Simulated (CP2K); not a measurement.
Input and output of a self-consistent single point for a (001) slab of Se (cut from a parent of space group no. 152; 3 atoms in the cell) (CP2K).

Method: LDA (Pade form), GPW, DZVP-MOLOPT-SR-GTH basis, GTH-PADE potentials (GTH_POTENTIALS) in CP2K 2026.2.

```
CELL_PARAMETERS angstrom
      4.38311     0.00000     0.00000
     -2.19156     3.79589     0.00000
      0.00000     0.00000    17.30991
ATOMIC_POSITIONS crystal
  Se 0.00000 0.22500 0.50000
  Se 0.77500 0.77500 0.59561
  Se 0.22500 0.00000 0.40439
```

Reference input (self-consistent single point, DFT LDA (Pade form), GPW, DZVP-MOLOPT-SR-GTH basis, GTH-PADE potentials (GTH_POTENTIALS)): CUTOFF = 400 Ry; REL_CUTOFF = 50 Ry; SMEAR/METHOD = FERMI_DIRAC; ELECTRONIC_TEMPERATURE = 116.05 K; KPOINTS/SCHEME = MONKHORST-PACK 3 3 1; XC_FUNCTIONAL = PADE; Se/BASIS_SET = DZVP-MOLOPT-SR-GTH; Se/POTENTIAL = GTH-PADE-q6; METHOD = GPW; EPS_DEFAULT = 1e-10; NGRIDS = 5; SCF_GUESS = ATOMIC. This run's input differs from it in these lines:

```diff
@@ -40,3 +40,4 @@
     &KPOINTS
-      SCHEME MONKHORST-PACK 3 3 1
+      SCHEME MONKHORST-PACK 6 6 1
+      GAMMA_CENTERED T
     &END KPOINTS
```

Output (repeated stretches shortened):

```
 SCF WAVEFUNCTION OPTIMIZATION

  Step     Update method      Time    Convergence         Total energy    Change
     1 NoMix/Diag. 0.30E+00      -     0.50445439       -28.3669876015 -2.84E+01
     2 Broy./Diag. 0.30E+00      -     0.12480745       -28.7228793538 -3.56E-01
     3 Broy./Diag. 0.30E+00      -     0.11857628       -28.6067033348  1.16E-01
     4 Broy./Diag. 0.30E+00      -     0.01311783       -28.4802174644  1.26E-01
     5 Broy./Diag. 0.30E+00      -     0.00611810       -28.4262738170  5.39E-02
     6 Broy./Diag. 0.30E+00      -     0.00197787       -28.4004929465  2.58E-02
   [... 13 lines left out ...]
    20 Broy./Diag. 0.30E+00      -     0.00000850       -28.3890709872 -2.72E-05
    21 Broy./Diag. 0.30E+00      -     0.00000187       -28.3890671264  3.86E-06
    22 Broy./Diag. 0.30E+00      -     0.00000222       -28.3890510928  1.60E-05
    23 Broy./Diag. 0.30E+00      -     0.00000079       -28.3890399146  1.12E-05
  *** SCF run converged in    23 steps ***

  Overlap energy of the core charge distribution:               0.00000000740110
  Self energy of the core charge distribution:                -59.73772061093890
  Core Hamiltonian energy:                                     12.85132951724612
  Hartree energy:                                              24.43498570622861
  Exchange-correlation energy:                                 -5.93763334780823
  Electronic entropic energy:                                  -0.00000118685110
  Fermi energy:                                                -0.12564675321280

  Total energy:                                               -28.38903991459282
  Total energy (extrapolated to T->0):                        -28.38903932116728

   [... lines left out ...]

 STRESS| Analytical stress tensor [bar]
 STRESS|                        x                   y                   z
 STRESS|      x       -2.26014469654E+04   1.19748760171E+03   4.97831874054E+02
 STRESS|      y        1.19748760171E+03  -2.39854282731E+04   2.90087592063E+02
 STRESS|      z        4.97831874054E+02   2.90087592063E+02  -1.74010562338E+04
 STRESS| 1/3 Trace                                            -2.13293104908E+04
```

The run converged in 23 iterations. Against the reference run the free energy rises by 17.8 meV/atom, the largest force goes from 1.304 to 1.346 eV/Å and the gap on the mesh goes from 0.241 to 0.136 eV.

The starting cell has typed, rounded lattice constants, without a prior relaxation at this level. The slab is cut from that crystal, and its faces are unrelaxed. Its lattice was rescaled by up to half a per cent. Spin polarisation is off, though cut faces can carry moments; a gap of a slab can lie between surface states. Values carry the incompleteness of an atom-centred basis. Forces in this geometry exceed 1 eV/Å.
